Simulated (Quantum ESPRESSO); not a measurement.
Input and output of a self-consistent single point for Sr₃MgO₄ (Pmmm, 8 atoms in the cell) (Quantum ESPRESSO).

Level of theory: LDA (PZ), GBRV 1.5 ultrasoft (LDA) pseudopotentials (plane waves; Quantum ESPRESSO 7.5).

```
CELL_PARAMETERS angstrom
      3.50697     0.00000     0.00000
      0.00000     5.07576     0.00000
      0.00000     0.00000     7.11769
ATOMIC_POSITIONS crystal
  Sr 0.50000 0.50000 0.23886
  Sr 0.50000 0.50000 0.76114
  Sr 0.00000 0.00000 0.50000
  Mg 0.00000 0.00000 0.00000
  O  0.00000 0.50000 0.50000
  O  0.50000 0.00000 0.78197
  O  0.50000 0.00000 0.21803
  O  0.00000 0.50000 0.00000
```

Reference input (self-consistent single point, DFT, LDA (PZ), plane waves, GBRV 1.5 ultrasoft (LDA) pseudopotentials): ecutwfc = 40 Ry; ecutrho = 200 Ry; occupations = fixed; potentials = {Sr: sr_lda_v1.uspp.F.UPF, Mg: mg_lda_v1.4.uspp.F.UPF, O: o_lda_v1.2.uspp.F.UPF}; K_POINTS = automatic 7 4 3 0 0 0; nbnd = 38; conv_thr = 1e-08 Ry; mixing_beta = 0.5. This run's input differs from it in these lines:

```diff
@@ -14,4 +14,4 @@
  ntyp = 3
- ecutwfc = 40
- ecutrho = 200
+ ecutwfc = 32
+ ecutrho = 160
  occupations = 'fixed'
```

The program printed (abridged):

```
     Self-consistent Calculation

     iteration #  1     ecut=    32.00 Ry     beta= 0.50

     negative rho (up, down):  1.908E-01 0.000E+00

     total energy              =    -464.83722060 Ry
     estimated scf accuracy    <       2.55234572 Ry

     iteration #  2     ecut=    32.00 Ry     beta= 0.50

     negative rho (up, down):  1.933E-01 0.000E+00

     total energy              =    -465.49959145 Ry
     estimated scf accuracy    <       1.80805248 Ry

     iteration #  3     ecut=    32.00 Ry     beta= 0.50

     negative rho (up, down):  1.970E-01 0.000E+00

     total energy              =    -465.80097542 Ry
     estimated scf accuracy    <       0.03138603 Ry

   [... 6 blocks of this kind left out ...]

     iteration # 10     ecut=    32.00 Ry     beta= 0.50

     negative rho (up, down):  1.979E-01 0.000E+00

     total energy              =    -465.81104635 Ry
     estimated scf accuracy    <       0.00000018 Ry

     iteration # 11     ecut=    32.00 Ry     beta= 0.50

     negative rho (up, down):  1.979E-01 0.000E+00
     End of self-consistent calculation

     highest occupied, lowest unoccupied level (ev):     7.1910   10.0220

!    total energy              =    -465.81104640 Ry
     estimated scf accuracy    <          7.2E-09 Ry

     convergence has been achieved in  11 iterations

     negative rho (up, down):  1.979E-01 0.000E+00

     Forces acting on atoms (cartesian axes, Ry/au):

     atom    1 type  1   force =     0.00000000    0.00000000   -0.00406528
     atom    2 type  1   force =     0.00000000    0.00000000    0.00406528
     atom    3 type  1   force =     0.00000000    0.00000000    0.00000000
     atom    4 type  2   force =     0.00000000    0.00000000    0.00000000
     atom    5 type  3   force =     0.00000000    0.00000000    0.00000000
     atom    6 type  3   force =     0.00000000    0.00000000   -0.00514531
   [... lines left out ...]
     Total force =     0.009274     Total SCF correction =     0.000124
   [... lines left out ...]

     negative rho (up, down):  1.979E-01 0.000E+00
          total   stress  (Ry/bohr**3)                   (kbar)     P=     -106.83
  -0.00071889   0.00000000   0.00000000         -105.75        0.00        0.00
   0.00000000  -0.00071513   0.00000000            0.00     -105.20        0.00
   0.00000000   0.00000000  -0.00074453            0.00        0.00     -109.52

   JOB DONE.
```

The run converged in 11 iterations. Against the reference run the free energy goes up by 33.9 meV/atom, the pressure goes from -7.41 to -10.68 GPa, the largest force hardly changes (0.136 to 0.132 eV/Å) and the gap on the mesh moves little (2.836 to 2.831 eV).

The starting cell comes from a database of computed structures (which also holds hypothetical and non-ambient phases and stackings), without a prior relaxation at this level.

Cost on one core of a shared machine: roughly 50 s.
